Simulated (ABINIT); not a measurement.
## Input and output of a self-consistent single point for Na₂ScAgF₆ (Fm-3m, 10 atoms in the cell) (ABINIT)

Method of the run: PBEsol, PAW (JTH v2.0 PBE PAW, files made for PBE) (plane waves; ABINIT 10.0.3).

Input:

```
# Na2ScAgF6, JTH v2.0 PBE PAW
pp_dirpath "./"
pseudos "Na.GGA_PBE-JTH.xml, Sc.GGA_PBE-JTH.xml, Ag.GGA_PBE-JTH.xml, F.GGA_PBE-JTH.xml"
acell 11.8319960289 11.8319960289 11.8319960289
rprim
         0.0000000000    0.7071067812    0.7071067812
         0.7071067812    0.0000000000    0.7071067812
         0.7071067812    0.7071067812    0.0000000000
natom 10
ntypat 4
znucl 11 21 47 9
typat 1 1 2 3 4 4 4 4 4 4
xcart
        12.5497269406   12.5497269406   12.5497269406
         4.1832423135    4.1832423135    4.1832423135
         0.0000000000    0.0000000000    0.0000000000
         8.3664846270    8.3664846270    8.3664846270
         3.8345272343    8.3664846270    8.3664846270
        12.8984420198    8.3664846270    8.3664846270
         8.3664846270    3.8345272343    8.3664846270
         8.3664846270   12.8984420198    8.3664846270
         8.3664846270    8.3664846270    3.8345272343
         8.3664846270    8.3664846270   12.8984420198
ecut 30
pawecutdg 60
pawxcdev 0
ixc -116133
occopt 1
nband 44
kptopt 1
ngkpt 3 3 3
nshiftk 1
shiftk 0 0 0
nstep 50
toldfe 1.0e-09
diemac 6
prtwf 0
prtden 0
prtvol 1
enunit 2
```

The program printed (abridged):

```
 Symmetries : space group Fm -3 m (#225); Bravais cF (face-center cubic)

 -outvars: echo values of preprocessed input variables --------
            acell      1.1831996029E+01  1.1831996029E+01  1.1831996029E+01 Bohr
           diemac      6.00000000E+00
             ecut      3.00000000E+01 Hartree
           enunit           2
              ixc     -116133
         kptrlatt        3    0    0      0    3    0      0    0    3
          kptrlen      3.54959881E+01
            natom          10
            nband          44
            ngfft          60      60      60
          ngfftdg          90      90      90
             nkpt           4
            nstep          50
             nsym          48
           ntypat           4
        pawecutdg      6.00000000E+01 Hartree
         pawxcdev           0
            rprim      0.0000000000E+00  7.0710678120E-01  7.0710678120E-01
                       7.0710678120E-01  0.0000000000E+00  7.0710678120E-01
                       7.0710678120E-01  7.0710678120E-01  0.0000000000E+00
          spgroup         225
           toldfe      1.00000000E-09 Hartree
            typat      1  1  2  3  4  4  4  4  4  4
           useylm           1
             xred      7.5000000000E-01  7.5000000000E-01  7.5000000000E-01
                       2.5000000000E-01  2.5000000000E-01  2.5000000000E-01
                       0.0000000000E+00  0.0000000000E+00  0.0000000000E+00
                       5.0000000000E-01  5.0000000000E-01  5.0000000000E-01
                       7.7083999999E-01  2.2916000001E-01  2.2916000001E-01
                       2.2916000001E-01  7.7083999999E-01  7.7083999999E-01
                       2.2916000001E-01  7.7083999999E-01  2.2916000001E-01
                       7.7083999999E-01  2.2916000001E-01  7.7083999999E-01
                       2.2916000001E-01  2.2916000001E-01  7.7083999999E-01
                       7.7083999999E-01  7.7083999999E-01  2.2916000001E-01
            znucl       11.00000   21.00000   47.00000    9.00000

== DATASET  1 ==================================================================

 Real(R)+Recip(G) space primitive vectors, cartesian coordinates (Bohr,Bohr^-1):
 R(1)=  0.0000000  8.3664846  8.3664846  G(1)= -0.0597623  0.0597623  0.0597623
 R(2)=  8.3664846  0.0000000  8.3664846  G(2)=  0.0597623 -0.0597623  0.0597623
 R(3)=  8.3664846  8.3664846  0.0000000  G(3)=  0.0597623  0.0597623 -0.0597623
 Unit cell volume ucvol=  1.1712755E+03 bohr^3
 Angles (23,13,12)=  6.00000000E+01  6.00000000E+01  6.00000000E+01 degrees

 Coarse grid specifications (used for wave-functions):

 getcut: wavevector=  0.0000  0.0000  0.0000  ngfft=  60  60  60
         ecut(hartree)=     30.000   => boxcut(ratio)=   2.05668

 Fine grid specifications (used for densities):

 getcut: wavevector=  0.0000  0.0000  0.0000  ngfft=  90  90  90
         ecut(hartree)=     60.000   => boxcut(ratio)=   2.18171

   1.03830927E+04                                ecore*ucvol(ha*bohr**3)

_setup2: Arith. and geom. avg. npw (full set) are    9198.852    9198.822

--- !BeginCycle
solver: {iscf: 17, nstep: 50, nline: 4, wfoptalg: 10, }
tolerances: {toldfe: 1.00E-09, }
...

     iter   Etot(hartree)      deltaE(h)  residm     nres2
 ETOT  1  -319.41405327983    -3.194E+02 3.549E+00 1.438E+03
 ETOT  2  -330.66376995295    -1.125E+01 2.483E+00 2.785E+03
 ETOT  3  -328.97869419832     1.685E+00 1.412E+00 1.012E+03
 ETOT  4  -328.56114609680     4.175E-01 1.218E-01 5.171E+02
 ETOT  5  -328.17770134433     3.834E-01 4.236E-02 3.016E+02
 ETOT  6  -327.81347830647     3.642E-01 2.330E-02 1.381E+02
   [... 10 lines left out ...]
 ETOT 17  -327.57426488550    -4.360E-07 4.982E-05 1.896E-05
 ETOT 18  -327.57426487012     1.538E-08 1.556E-03 6.213E-07
 ETOT 19  -327.57426487361    -3.493E-09 2.737E-04 2.766E-07
 ETOT 20  -327.57426487422    -6.141E-10 2.257E-05 5.370E-08
 ETOT 21  -327.57426487441    -1.912E-10 1.504E-05 8.489E-09

 At SCF step   21, etot is converged :
  for the second time, diff in etot=  1.912E-10 < toldfe=  1.000E-09

 Cartesian components of stress tensor (hartree/bohr^3)
  sigma(1 1)=  1.35103158E-04  sigma(3 2)=  0.00000000E+00
  sigma(2 2)=  1.35103158E-04  sigma(3 1)=  0.00000000E+00
  sigma(3 3)=  1.35103158E-04  sigma(2 1)=  0.00000000E+00

 ----iterations are completed or convergence reached----

 reduced coordinates (array xred) for   10 atoms
       0.750000000000      0.750000000000      0.750000000000
       0.250000000000      0.250000000000      0.250000000000
       0.000000000000      0.000000000000      0.000000000000
       0.500000000000      0.500000000000      0.500000000000
       0.770839999994      0.229160000006      0.229160000006
       0.229160000006      0.770839999994      0.770839999994
       0.229160000006      0.770839999994      0.229160000006
       0.770839999994      0.229160000006      0.770839999994
       0.229160000006      0.229160000006      0.770839999994
       0.770839999994      0.770839999994      0.229160000006
 cartesian forces (eV/Angstrom) at end:
    1     -0.00000000000000     0.00000000000000    -0.00000000000000
    2     -0.00000000000000     0.00000000000000    -0.00000000000000
    3     -0.00000000000000     0.00000000000000    -0.00000000000000
    4     -0.00000000000000     0.00000000000000    -0.00000000000000
    5     -0.21926520691403     0.00000000000000    -0.00000000000000
    6      0.21926520691403    -0.00000000000000     0.00000000000000
    7     -0.00000000000000    -0.21926520691403     0.00000000000000
    8      0.00000000000000     0.21926520691403    -0.00000000000000
    9     -0.00000000000000     0.00000000000000    -0.21926520691403
   10      0.00000000000000    -0.00000000000000     0.21926520691403
 frms,max,avg= 9.8058382E-02 2.1926521E-01   0.000E+00  0.000E+00  0.000E+00 e/A
 length scales= 11.831996028900 11.831996028900 11.831996028900 bohr
              =  6.261222630621  6.261222630621  6.261222630621 angstroms
 Fermi (or HOMO) energy (hartree) =  -0.00739   Average Vxc (hartree)=  -0.29985
 Eigenvalues (hartree) for nkpt=   4  k points:
 kpt#   1, nband= 44, wtk=  0.03704, kpt=  0.0000  0.0000  0.0000 (reduced coord)
  -1.89928   -1.89927   -1.77525   -1.00312   -1.00312   -1.00312   -0.87276   -0.87276
  -0.87276   -0.87269   -0.87269   -0.87269   -0.81666   -0.80836   -0.80836   -0.79482
  -0.79482   -0.79482   -0.19525   -0.18044   -0.18044   -0.16936   -0.16936   -0.16936
  -0.15603   -0.15603   -0.15603   -0.12040   -0.12040   -0.12040   -0.11743   -0.11743
  -0.11743   -0.10408   -0.10408   -0.10408   -0.04081   -0.04081   -0.04081   -0.01462
  -0.01462    0.07072    0.15948    0.15948
 prteigrs : prtvol=0 or 1, do not print more k-points.

 Fermi (or HOMO) energy (eV) =  -0.20101   Average Vxc (eV)=  -8.15921
 Eigenvalues (   eV  ) for nkpt=   4  k points:
 kpt#   1, nband= 44, wtk=  0.03704, kpt=  0.0000  0.0000  0.0000 (reduced coord)
 -51.68197  -51.68186  -48.30712  -27.29622  -27.29622  -27.29622  -23.74910  -23.74910
 -23.74910  -23.74711  -23.74711  -23.74711  -22.22234  -21.99667  -21.99667  -21.62819
 -21.62819  -21.62819   -5.31311   -4.91014   -4.91014   -4.60853   -4.60853   -4.60853
  -4.24581   -4.24581   -4.24581   -3.27624   -3.27624   -3.27624   -3.19551   -3.19551
  -3.19551   -2.83212   -2.83212   -2.83212   -1.11058   -1.11058   -1.11058   -0.39789
  -0.39789    1.92443    4.33958    4.33958
 prteigrs : prtvol=0 or 1, do not print more k-points.

--- !EnergyTerms
comment             : Components of total free energy in Hartree
kinetic             :  9.23937856827156E+01
hartree             :  1.13359980209364E+02
xc                  : -4.05315045052539E+01
Ewald energy        : -1.86395996453894E+02
psp_core            :  8.86477430018748E+00
local_psp           : -3.03100867526964E+02
spherical_terms     : -1.21644200647088E+01
total_energy        : -3.27574248358553E+02
total_energy_eV     : -8.91374861473557E+03
...

-Cartesian components of stress tensor (GPa)         [Pressure= -3.9749E+00 GPa]
- sigma(1 1)=  3.97487147E+00  sigma(3 2)=  0.00000000E+00
- sigma(2 2)=  3.97487147E+00  sigma(3 1)=  0.00000000E+00
- sigma(3 3)=  3.97487147E+00  sigma(2 1)=  0.00000000E+00

 Calculation completed.
```

The run converged in 21 iterations.

The starting cell comes from a database of computed structures (which also holds hypothetical and non-ambient phases and stackings), without a prior relaxation at this level. Its lattice was rescaled by a random factor within 2.5 % of one. The potentials were made for another functional than the one used. With a pressure of about -4 GPa the cell is away from its equilibrium volume at this level.

Cost on one core of a shared machine: roughly 6 min.
